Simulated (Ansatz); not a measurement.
**Pressure series in InSb**

The parent structure is InSb in the rock salt structure (space group Fm-3m, No. 225; a = 6.035 Å; a model cell, its experimental status unchecked).

Cell and atoms are relaxed at each pressure.

All numbers come from PBEsol (Ansatz, an electronic-structure program), no SOC.

```
P (GPa)  V (Å³/atom)
-------  -----------
-2.02         28.573
-1.02         27.995
0.30          27.326
0.70          27.141
1.48          26.793
3.00          26.195
5.01          25.507
7.51          24.773
10.01         24.142
```

### Question
Fit a third-order Birch–Murnaghan equation of state.

### Answer
Least squares on P(V) = (3B₀/2)[(V₀/V)^(7/3) − (V₀/V)^(5/3)]·[1 + (3/4)(B₀′ − 4)((V₀/V)^(2/3) − 1)] gives V₀ = 27.47 Å³/atom, B₀ = 56 GPa and B₀′ = 5.0.

Load acts through the strain it causes; cell and atoms are relaxed under it. Whether these cells are dynamically stable was not tested. Competing high-pressure phases were not computed. The final runs are not spin-polarised. This is not the structure that InSb has at room temperature and ambient pressure.
